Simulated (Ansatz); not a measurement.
An Ansatz (a quantum-chemistry and plane-wave program) input (PBEsol (Ansatz), without spin-orbit coupling):

Ansatz 0.2 input:
```yaml
crystal:
  lattice:
    - [-3.0047821149, 3.0047821149, 5.999631765]
    - [3.0047821149, -3.0047821149, 5.999631765]
    - [3.0047821149, 3.0047821149, -5.999631765]
  atoms:
    - { symbol: Se, position: [0.75, 0.25, 0.5] }
    - { symbol: S, position: [0.25, 0.75, 0.5] }
    - { symbol: Se, position: [0, 0, 0] }
    - { symbol: S, position: [0.5, 0.5, 0] }
    - { symbol: Pb, position: [0.4940955807, 0.9940955807, 0.5] }
    - { symbol: Pb, position: [0.0059044193, 0.5059044193, 0.5] }
    - { symbol: Pb, position: [0.7440955807, 0.7440955807, 0] }
    - { symbol: Pb, position: [0.2559044193, 0.2559044193, 0] }
basis: { ecutwfc: 420, ecutrho_ratio: 4, xc_grid: 2, fft_grid_basis: typed }
kpoints: { mp_grid: { grid: [8, 8, 8] } }
hamiltonian:
  xc: pbesol
  dispersion: none
  pseudopotentials: { kind: paw }
scf: { occupations: { method: fermi_dirac, width: 0.05 }, convergence: { dr2_threshold: 0.0000000008 } }
output: { forces: true, stress: true }
checkpoint: { write: state.ck, write_every: 1000 }
```

### Question
Which symmetry and how many k-points will the program report, and about how many plane waves at Γ?

### Answer
Space group I41/amd (ITA 141) with 16 operations, k-points 59 of 512, and 4197 plane waves at Γ.

Each cell is one ordered arrangement of few atoms, which overstates ordering effects compared with a random alloy. No phonon test of stability was made. The cell was made from PbSe by this change: x(S) = 0.5, 8 atoms, I4_1/amd.
